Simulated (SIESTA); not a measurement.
Band structure of Fe₃Rh (Fm-3m, 4 atoms in the cell).

```yaml
crystal:
  lattice:
    - [0.00000, 2.95649, 2.95649]
    - [2.95649, 0.00000, 2.95649]
    - [2.95649, 2.95649, 0.00000]
  atoms:
    - { symbol: Fe, position: [0.75000, 0.75000, 0.75000], spin: 4.0 }
    - { symbol: Fe, position: [0.25000, 0.25000, 0.25000], spin: 4.0 }
    - { symbol: Fe, position: [0.00000, 0.00000, 0.00000], spin: 4.0 }
    - { symbol: Rh, position: [0.50000, 0.50000, 0.50000], spin: 1.0 }
```
(The spins are starting values, not results.)

Level of theory: SIESTA with GGA PBEsol, numerical atomic orbitals DZP, PseudoDojo PBEsol standard norm-conserving potentials (rewritten from UPF to PSML).

Settings: XC.functional = GGA; XC.authors = PBEsol; potentials = PseudoDojo PBEsol standard; PAO.BasisSize = DZP; PAO.EnergyShift = 0.005 Ry; MeshCutoff = 350 Ry; kgrid.MonkhorstPack = 8 8 8; OccupationFunction = MP; OccupationMPOrder = 0; ElectronicTemperature = 0.272 eV; Spin = polarized; DM.InitSpin = [1 +4.00, 2 +4.00, 3 +4.00, 4 +1.00]; MaxSCFIterations = 150; SCF.Mixer.Method = Pulay.

The starting cell comes from a database of computed structures (which also holds hypothetical and non-ambient phases and stackings), without a prior relaxation at this level. Its lattice was rescaled by a random factor within 2.5 % of one. The magnetic order is the one reached from the typed start; others were not searched systematically. Values carry the incompleteness of an atom-centred basis.

Levels in eV from the Fermi level, bands 35 to 39 of the first spin channel:
```tsv
point	35	36	37	38	39
Γ	-0.44	-0.44	-0.44	7.60	7.60
X	-0.74	-0.15	-0.15	0.26	0.26
W	-0.64	-0.59	-0.12	-0.12	0.38
K	-0.92	-0.67	-0.19	-0.06	0.56
L	-0.96	-0.96	-0.67	-0.23	6.38
U	-0.92	-0.67	-0.19	-0.06	0.56
```

Bands cross the Fermi level along this path, so the cell is metallic at this level.

Higher empty bands are left out: an atom-centred basis made for the valence describes them poorly.

The net moment of the cell came out as 9.33 μB.
